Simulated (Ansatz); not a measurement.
An Ansatz (a first-principles code) run: TiAu; plane-wave PAW DFT at the PBEsol level (Ansatz, 420 eV), spin-orbit coupling left out.

Input:

Ansatz 0.2 input:
```yaml
crystal:
  lattice:
    - [3.2180418684, 0, 0]
    - [0, 3.2180418684, 0]
    - [0, 0, 3.2180418684]
  atoms:
    - { symbol: Ti, position: [0.5, 0.5, 0.5] }
    - { symbol: Au, position: [0, 0, 0] }
basis: { ecutwfc: 420, ecutrho_ratio: 4, xc_grid: 2, fft_grid_basis: typed }
kpoints: { mp_grid: { grid: [14, 14, 14] } }
hamiltonian:
  xc: pbesol
  dispersion: none
  pseudopotentials: { kind: paw }
scf: { occupations: { method: fermi_dirac, width: 0.05 }, convergence: { dr2_threshold: 0.0000000002 } }
output: { forces: true, stress: true }
```

Output:

```
WARN ansatz: RAYON_NUM_THREADS=2 ignored (pool sized by the plan → 2); use --threads N
Pseudopotentials: kind: paw
Pseudopotential: Ti, paw, valence charge 12
Pseudopotential: Au, paw, valence charge 19
Functional definition: PBEsol
Crystal: 2 atoms, lattice volume = 33.325 Å³
Basis set: ecut = 420 eV, 619 PW (Γ), exchange–correlation on 48×48×48 points (8 copies of the dense FFT grid, shifted against one another)
Bands: 20, of which v1, the nominal top of the filled ones, is band 16 counted from 1 (15 counted from 0)
Symmetry: 48 space group operations
Space group: Pm-3m (ITA 221), of the structure as read, at distance tolerance 3.2e-5 Å
k-points: 120 of 2744
PAW frozen core: Ti, regenerated for the run's functional, and the local potential with it
PAW frozen core: Au, regenerated for the run's functional, and the local potential with it
Initial density: superposition of atomic densities (neutral atoms: chi_scale 0, normalization atom), corrected by the library's trained network
Initial wavefunctions: pseudopotential atomic-orbital guess
Eigensolver: davidson
Functional: x = pbesol(κ = 0.804, μ = 0.12345679012345678), c = pbesol(β = 0.046)
SCF iter   1: F=—  HF=-15481.690773 eV  |F-HF|=—  |Δ(HF+E_count)|=         —  Δρ=7.40e-3  dr2=1.30e-2  ethr=1.77e-3  ⟨swp⟩=4.2  Hψ=9097  notcnv=0
all-band conjugate gradients solve this SCF's bands
preconditioner: auto → none
SCF iter   2: F=—  HF=-15481.688826 eV  |F-HF|=—  |Δ(HF+E_count)|=   1.95e-3  Δρ=4.06e-3  dr2=3.99e-3  ethr=4.19e-5  ⟨swp⟩=2.0  Hψ=3783  notcnv=0
SCF iter   3: F=—  HF=-15481.687933 eV  |F-HF|=—  |Δ(HF+E_count)|=   8.93e-4  Δρ=3.04e-4  dr2=2.74e-5  ethr=1.29e-5  ⟨swp⟩=2.0  Hψ=3750  notcnv=0
SCF iter   4: F=—  HF=-15481.687924 eV  |F-HF|=—  |Δ(HF+E_count)|=   8.70e-6  Δρ=1.21e-4  dr2=4.62e-6  ethr=8.85e-8  ⟨swp⟩=2.2  Hψ=3778  notcnv=0
SCF iter   5: F=—  HF=-15481.687925 eV  |F-HF|=—  |Δ(HF+E_count)|=   9.69e-7  Δρ=1.30e-5  dr2=3.15e-8  ethr=1.49e-8  ⟨swp⟩=2.1  Hψ=3867  notcnv=0
SCF iter   6: F=—  HF=-15481.687919 eV  |F-HF|=—  |Δ(HF+E_count)|=   6.30e-6  Δρ=2.10e-6  dr2=8.91e-10  ethr=1.02e-10  ⟨swp⟩=2.3  Hψ=4297  notcnv=0
SCF iter   7: F=-15481.687919 eV  HF=-15481.687919 eV  |F-HF|=0.00e0  |Δ(HF+E_count)|=  2.00e-10  Δρ=1.34e-7  dr2=1.22e-12  ethr=1.00e-12  ⟨swp⟩=4.3  Hψ=7844  notcnv=0
SCF 1 converged in 7 iterations: F = -15481.687919 eV  dr2 = 1.22e-12
SCF converged after 7 iterations
Free energy (F): -15481.687919 eV
Harris-Foulkes:  -15481.687919 eV  (|F-HF|=0.00e0)
Internal energy: -15481.659210 eV  (E = F + TS)
E sigma→0 (E₀):  -15481.673564 eV
Entropy (-TS):   -0.028709 eV (-14.355 meV/atom)
Fermi energy:    17.930822 eV
--- Per-component energies (eV) ---
  E_band       = -383.159431
  E_kinetic    = 876.382339
  E_local      = -2600.473703  (includes V_loc(G=0)·N_el)
  E_nonlocal   = 83.203410
  E_hartree    = 1093.548351
  E_xc         = -324.783074
  E_vxc        = -398.113256  (∫ρ·V_xc dr)
  E_paw        = -10586.107901  (= ΣΔE_a)
  E_vpaw       = -531.256420  (= ΣTr[D̂ρ^β])
  E_aug_tail   = 0.001477  (compensation charges beyond the density's cutoff)
  E_ewald      = -4023.878972
  E_core_change = 0.448863  (= ΣΔE_core)
  E_smearing   = -0.028709  (= −TS)
  E_closure    = -0.000000  (closes the sum)
  Σ components = -15481.687919   (vs F -15481.687919, Δ=0.00e0)
  [band-id]    e_kinetic+e_local+e_nonlocal+2·e_hartree+e_vxc+e_vpaw+e_augmentation_tail = -383.159452   (vs E_band -383.159431, Δ=-2.12e-5)
--- Forces (eV/Å), atoms counted from 1 ---
  atom   1  Ti     0.00000000     0.00000000    -0.00000000
  atom   2  Au    -0.00000000    -0.00000000     0.00000000
  max |Σ_I F_I| component: 8.07e-29 eV/Å
--- Stress (GPa, compression-positive) ---
       -0.000017       0.000000       0.000000
        0.000000      -0.000017      -0.000000
       -0.000000       0.000000      -0.000017
  P = ⅓ Tr σ = -0.0000 GPa (-0.000 kbar)
  The stress holds the Pulay correction. Without it, at fixed plane waves, as pw.x and ABINIT print it: P = -0.0337 GPa
  The stress includes an estimate of the error left by incomplete SCF convergence (largest component 0.0000 GPa).
--- Band table ---
  band table: none
```

Stability against distortions was not tested. All final runs are without spin polarisation. An odd electron count without spin: TiAu. The cell is TiAu in the CsCl type structure (space group Pm-3m, No. 221).
